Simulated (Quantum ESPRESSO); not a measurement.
Quantum ESPRESSO 7.5, DFT, PBE, plane waves, PseudoDojo 0.5 standard norm-conserving PBE (local tails restored to the Coulomb form): fcc Al with 2 Cu on Al sites, atoms displaced (Al6Cu2), unrelaxed at the host's lattice constant, 8 atoms. Basis and mesh were picked for this test and aren't claimed converged.

```yaml
cell: 5.73, 5.73, 5.73 Å; 60, 60, 60°
distance_to_the_nearest_atom: 2.72 to 2.81 Å
task: scf
k mesh: 3×3×3
ecutwfc: 92 Ry
ecutrho: 368 Ry
occupations: smearing
smearing: mv
degauss: 0.02 Ry
conv_thr: 8e-09 Ry
tprnfor: true
tstress: false
k-point pools (-nk): 8
mixing_mode: plain (default)
mixing_beta: 0.7 (default)
mixing_ndim: 8 (default)
k-points computed: 14
bands: 34
electrons: 56
G-vectors of the density: 106907
FFT grid: 72×72×72
```

One run each.

All on 8 ranks. Base settings, kept where nothing else is said: diago_david_ndim = 2 (default), diagonalization = david (default), diago_rmm_ndim = 4 (default), diago_rmm_conv = false (default), diago_full_acc = false (default), diago_cg_maxiter = 20 (default) (diago_thr_init not set). The settings tried:
- diagonalization = rmm-davidson
- diagonalization = rmm-davidson, diago_rmm_ndim = 6
- diagonalization = cg
- diagonalization = paro
- the base settings
- diagonalization = rmm-davidson, diago_rmm_conv = true
- diago_david_ndim = 3
- diago_full_acc = true
- diagonalization = rmm-davidson, diago_rmm_ndim = 2
- diagonalization = rmm-paro
- diagonalization = cg, diago_cg_maxiter = 5
- diago_thr_init = 1e-05
- diago_david_ndim = 4

**Question.** Name the extremes by SCF iterations: fewest, most, and any that don't converge.

**Answer.** Fewest SCF iterations, with those close behind: diagonalization = paro (13); diago_david_ndim = 4 (14); diago_thr_init = 1e-05 (14); diago_david_ndim = 3 (15). Most among those that reach the base run's result: diagonalization = rmm-davidson, diago_rmm_ndim = 6 (48); diagonalization = rmm-davidson, diago_rmm_ndim = 2 (43). All converged.

```
setting                                                SCF iterations        end
-----------------------------------------------------  --------------  ---------
diagonalization = paro                                             13  converged
diago_david_ndim = 4                                               14  converged
diago_thr_init = 1e-05                                             14  converged
diago_david_ndim = 3                                               15  converged
the base settings                                                  17  converged
diagonalization = cg, diago_cg_maxiter = 5                         17  converged
diagonalization = rmm-paro                                         23  converged
diago_full_acc = true                                              26  converged
diagonalization = cg                                               27  converged
diagonalization = rmm-davidson, diago_rmm_conv = true              27  converged
diagonalization = rmm-davidson                                     29  converged
diagonalization = rmm-davidson, diago_rmm_ndim = 2                 43  converged
diagonalization = rmm-davidson, diago_rmm_ndim = 6                 48  converged
```

An iteration's cost differs between solvers, so these counts don't give the time.
